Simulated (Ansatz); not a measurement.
# Effect of tensor shear ε_xz = +0.29 % on MgB2

Base system: MgB₂ (space group P6/mmm, No. 191; a = 3.064 Å, c = 3.498 Å; relaxed with 0.1 eV smearing). Axes: x lies along a and z along c of the hexagonal cell.

One thing is altered: tensor shear ε_xz = +0.29 % (engineering shear γ = 0.0058), atoms relaxed at fixed cell.

Method: PBEsol, PAW, 420 eV (Ansatz, a program for electronic structure; scalar-relativistic without spin-orbit coupling). k-mesh 22×22×17 (Γ-centred); smearing 0.1 eV (Fermi–Dirac).

Volume per atom: 9.48 Å³ (base 9.48 Å³)
Space group: C2/m (No. 12) (base P6/mmm (No. 191))
Shortest interatomic distance: 1.769 Å (base 1.769 Å)
Energy relative to the base (free energy F): +0.1 meV/atom
Pressure (mean of the normal stresses, compression positive): 0.0 GPa (base 0.0 GPa)
Band gap: zero (base zero)
Stress (xx, yy, zz, yz, xz, xy; compression positive): (0.0, 0.0, 0.0, 0.0, -0.4, 0.0) GPa

Final structure:

```
CELL_PARAMETERS angstrom
      3.06402     0.00000     0.00889
     -1.53201     2.65352    -0.00444
      0.01014     0.00000     3.49767
ATOMIC_POSITIONS crystal
  Mg 0.00000 0.00000 0.00000
  B  0.66667 0.33333 0.50000
  B  0.33333 0.66667 0.50000
```

The cells carry an imposed strain or load. Stability against distortions was not tested. All final runs are without spin polarisation.
